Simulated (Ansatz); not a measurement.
Base system: Li in the bcc (W type) structure (space group Im-3m, No. 229; a = 3.4775 Å).

The values are results of r2SCAN/PAW in Ansatz (a quantum-chemistry and plane-wave program), no SOC, not measurements.

For the base:

The volume per atom comes out as 21.03 Å³.

One thing is altered: Ba takes the place of Li on all its sites; the structure is relaxed again.

Question: How does this affect the volume per atom?

Answer: The volume per atom grows by 44.15 Å³ to 65.18 Å³.

Stability against distortions was not tested.
